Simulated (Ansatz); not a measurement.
# (Si)5/(Ge)1 zinc blende (111) superlattice on Si

A (111) superlattice of 5 double layers of Si and 1 of Ge (both in the zinc blende type), in-plane lattice that of Si; the cell holds Si10Ge2.

Calculation: PBE (plane waves to 420 eV, PAW; Ansatz, an electronic-structure program). No spin–orbit coupling; PBE gaps are too small against experiment. Its k-point mesh 9×9×2, Fermi–Dirac width 0.01 eV.

| Quantity | Result |
|---|---|
| period | 19.15 Å |
| in-plane lattice vector | 3.868 Å |
| strain of bulk Ge held on this lattice, in plane and along the normal | -5.05 %, then +1.95 % |
| PBE gap of the superlattice over the mesh and listed points off it | 0.54 eV |

```
GeSi5
1.0
    3.86787     0.00000     0.00000
   -1.93394     3.34968     0.00000
    0.00000     0.00000    19.15308
Si Ge
10 2
Direct
  0.00000   0.00000   0.99861
  0.00000   0.00000   0.12204
  0.33333   0.66667   0.16324
  0.33333   0.66667   0.28693
  0.66667   0.33333   0.32814
  0.66667   0.33333   0.45181
  0.00000   0.00000   0.49302
  0.00000   0.00000   0.61671
  0.33333   0.66667   0.65791
  0.33333   0.66667   0.78134
  0.66667   0.33333   0.82519
  0.66667   0.33333   0.95476
```
